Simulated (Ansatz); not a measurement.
Bi4Te3 (R-3m, No. 166, 7 atoms in the cell; start COD 9011203) was calculated with r²SCAN (PAW; Ansatz, a program for electronic structure).

Run with plane-wave cutoff 560 eV, 10×10×10 k mesh, Fermi–Dirac smearing 0.01 eV, scalar-relativistic PAW data made under PBE.

Cell (relaxed at this level):

```cif
data_Bi4Te3
_chemical_formula_sum 'Bi4 Te3'
_space_group_name_H-M_alt 'P 1'
_space_group_IT_number 1
_cell_length_a 14.82288
_cell_length_b 14.82288
_cell_length_c 14.82288
_cell_angle_alpha 17.331
_cell_angle_beta 17.331
_cell_angle_gamma 17.331
loop_
_space_group_symop_operation_xyz
  'x, y, z'
loop_
_atom_site_label
_atom_site_type_symbol
_atom_site_fract_x
_atom_site_fract_y
_atom_site_fract_z
_atom_site_occupancy
Bi1 Bi 0.71274 0.71274 0.71274 1
Bi2 Bi 0.28726 0.28726 0.28726 1
Bi3 Bi 0.14797 0.14797 0.14797 1
Bi4 Bi 0.85203 0.85203 0.85203 1
Te1 Te 0.00000 0.00000 0.00000 1
Te2 Te 0.41803 0.41803 0.41803 1
Te3 Te 0.58197 0.58197 0.58197 1
```

Question: Predict the band gap, direct gap at Γ and bulk modulus.

Answer: 
* **band gap**: 0.00 eV (under three smearing widths, so not firm)
* **direct gap at Γ**: 0.70 eV
* **bulk modulus**: 24.2 GPa

Note: the relaxation could not lower the start's symmetry, so the cell can be a saddle point above a distorted one; the bulk modulus is −V dP/dV from two relaxed cells at ±2 % in volume.

Spin–orbit coupling is not included; it can close the smallest gap of 0.00 eV.

The computed numbers hold no vibrational or temperature effects.

Computing time: about 13 core-minutes (a rough figure).
